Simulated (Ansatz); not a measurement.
Abridged Ansatz (an electronic-structure program) output:

```
Relaxation: its limit of steps is 50 (relax.max_steps)
Pseudopotential: Ga, paw, valence charge 13
Pseudopotential: O, paw, valence charge 6
Crystal: 10 atoms, lattice volume = 99.466 Å³
Basis set: ecut = 420 eV, 1917 PW (Γ), exchange–correlation on 72×72×80 points (8 copies of the dense FFT grid, shifted against one another)
Bands: 54, of which v1, the nominal top of the filled ones, is band 44 counted from 1 (43 counted from 0)
Symmetry: 12 space group operations
k-points: 65 of 512
Functional: x = pbe(κ = 0.804, μ = 0.2195149727645171), c = pbe(β = 0.06672455060314922)
SCF iter   1: F=—  HF=-18539.796982 eV  |F-HF|=—  |Δ(HF+E_count)|=         —  Δρ=1.06e-3  dr2=2.88e-4  ethr=1.77e-3  ⟨swp⟩=6.1  Hψ=12737  notcnv=0  defer=29
SCF iter   2: F=—  HF=-18539.797291 eV  |F-HF|=—  |Δ(HF+E_count)|=   3.10e-4  Δρ=5.73e-4  dr2=7.25e-5  ethr=3.27e-7  ⟨swp⟩=2.7  Hψ=7496  notcnv=0  defer=141
SCF 1 converged in 6 iterations: F = -18539.797728 eV  dr2 = 6.43e-9
relax step   1: F+E_penalty+E_count = -18539.79772825 eV  Δ(F+E_penalty+E_count) = +0.000e0 eV  max|allowed force component| = 6.098e-2 eV/Å  Δτ_max = 0.0000 Å  P = +2.538 GPa  Ω = 99.466 Å³  fix = [a, b, gamma]  reactions: a +3.629, b +3.629 GPa  (6 SCF iters, dr2 threshold 1.00e-7 eV, accepted)
[... steps on the carried basis left out ...]
relax step   7: F+E_penalty+E_count = -18539.79863224 eV  Δ(F+E_penalty+E_count) = +2.566e-5 eV  max|allowed force component| = 1.876e-5 eV/Å  Δτ_max = 0.0000 Å  P = +2.216 GPa  Ω = 99.626 Å³  energy of the carried Pulay correction = -2.593e-5 eV  fix = [a, b, gamma]  reactions: a +3.324, b +3.324 GPa  (4 SCF iters, dr2 threshold 7.73e-10 eV, accepted)
Crystal: 10 atoms, lattice volume = 99.626 Å³
SCF iter   1: F=—  HF=-18539.798648 eV  |F-HF|=—  |Δ(HF+E_count)|=         —  Δρ=7.80e-7  dr2=4.00e-10  ethr=1.35e-8  ⟨swp⟩=4.0  Hψ=23395  notcnv=0
SCF iter   2: F=—  HF=-18539.798648 eV  |F-HF|=—  |Δ(HF+E_count)|=   3.12e-8  Δρ=4.41e-7  dr2=1.21e-10  ethr=1.00e-12  ⟨swp⟩=3.0  Hψ=7717  notcnv=0
SCF 8 converged in 5 iterations: F = -18539.798648 eV  dr2 = 2.34e-12
SCF converged after 5 iterations
Free energy (F): -18539.798648 eV
Internal energy: -18539.798648 eV  (E = F + TS)
E sigma→0 (E₀):  -18539.798648 eV
Fermi energy:    10.081458 eV
[...]
  atom   7  O      0.00000758     0.00001313     0.00000000
  atom   8  O      0.00000758    -0.00001313     0.00000000
  atom   9  O     -0.00001516    -0.00000000    -0.00000000
  atom  10  O     -0.00000758     0.00001313    -0.00000000
--- Stress (GPa, compression-positive) ---
        3.324507      -0.000000       0.000000
       -0.000000       3.324507      -0.000000
        0.000000      -0.000000       0.000707
  P = ⅓ Tr σ = 2.2166 GPa (22.166 kbar)
--- Relaxed structure (6 steps of the walk, 6 accepted, 2 SCFs on fresh bases) ---
  cell:  # Å, volume = 99.6257 Å³
    - [5.019760908666365, 2.8867573018160703e-11, 3.671005449582927e-11]
    - [2.5098804543081825, 4.347240467843563, 2.459132777852256e-12]
    - [2.509880454308129, -1.4490801559119157, 4.565354666985836]
  atoms:
    - { symbol: Ga, position: [0.710716567216378, 0.6446417163918111, 0.9339251491754327] }
    - { symbol: Ga, position: [0.7107165672163784, 0.1446417163918108, 0.4339251491754325] }
    - { symbol: Ga, position: [0.28928343278362156, 0.35535828360818916, 0.06607485082456752] }
    - { symbol: Ga, position: [0.2892834327836217, 0.8553582836081892, 0.5660748508245677] }
    - { symbol: O, position: [0.5000000000000001, 0.4466752056702048, 0.25] }
    - { symbol: O, position: [0.8033247943297953, 0.7500000000000001, 0.25000000000000006] }
    - { symbol: O, position: [0.49999999999999956, 0.5533247943297954, 0.7500000000000002] }
    - { symbol: O, position: [0.8033247943297953, 0.9466752056702048, 0.7500000000000001] }
    - { symbol: O, position: [0.19667520567020474, 0.25, 0.75] }
    - { symbol: O, position: [0.1966752056702048, 0.053324794329795235, 0.24999999999999997] }
```

### Question
What was computed, and what are the main results?

### Answer
Ga2O3, 10 atoms in the cell, with PBE (Ansatz), no spin-orbit coupling. The last SCF converged to F = -18539.798648 eV, or -1853.9799 eV per atom, at a pressure of 2.22 GPa. The total energy compares only with runs of the same code, potentials and settings.

The cells carry an imposed strain or load. Stability against distortions was not tested. The cell was made from Ga$_{2}$O$_{3}$ in the corundum structure (space group R-3c, No. 167) by this change: biaxial strain −0.75 %, plane normal [001], relaxed out of plane.

Keys are those of Ansatz 0.2.
